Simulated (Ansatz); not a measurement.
A short convergence ladder for CaI₂ (P3m1, 3 atoms in the cell)

```xyz
3
Lattice="4.5516 0.0000 0.0000 -2.2758 3.9418 0.0000 0.0000 0.0000 7.2459" Properties=species:S:1:pos:R:3 pbc="T T T"
Ca     0.0000     0.0000     0.0500
I      0.0000     2.6279     1.7702
I      2.2758     1.3139     5.4757
```

Base method: PBEsol, default PAW files made with PBE (plane waves; Ansatz, a program for electronic structure).

Base settings: basis.ecutwfc = 30.9 Ry; kpoints.mp_grid.grid = 6 6 4; hamiltonian.xc = pbesol; hamiltonian.pseudopotentials = {kind: paw} (the program's default PAW files); scf.occupations.method = fixed.

**The width of Fermi-Dirac smearing**

In this ladder: scf.occupations.method = fermi_dirac.

The mesh stays at the base's, so the ladder's end is converged at best in this setting alone.

Only quantities that move along the ladder and can be compared are tabulated.

| scf.occupations.width | free energy less the last step's (meV/atom) | pressure (GPa) | largest difference of a force vector from the last step's (eV/Å) | gap on the mesh (eV) |
|---|---|---|---|---|
| 0.0735 Ry | -359.48 | 0.10 | 0.327 | 4.009 |
| 0.0367 Ry | -14.10 | -1.15 | 0.030 | 3.634 |
| 0.0147 Ry | -0.01 | -1.22 | 0.000 | 3.592 |
| 0.0073 Ry | 0.00 | -1.22 | 0.000 | 3.592 |
| 0.0015 Ry | 0.00 | -1.22 | 0.000 | 3.592 |

Widest scf.occupations.width that holds the gap on the mesh within 0.05 eV of the last step, with all finer ones: 0.0367 Ry; the step before is off by 0.42 eV.

Widest scf.occupations.width that holds the free energy within 1 meV/atom of the last step, with all finer ones: 0.0147 Ry; the step before is off by 14 meV/atom.

Widest scf.occupations.width that holds the pressure within 0.05 GPa of the last step, with all finer ones: 0.0147 Ry; the step before is off by 0.07 GPa.

On the base run: the starting cell comes from a database of computed structures (which also holds hypothetical and non-ambient phases and stackings), without a prior relaxation at this level. Its lattice was rescaled by up to half a per cent. One atom was moved a little off its site on purpose. Spin-orbit coupling is off. Ansatz's pressure includes its estimate of the finite-basis (Pulay) stress.

Keys are those of Ansatz 0.2.
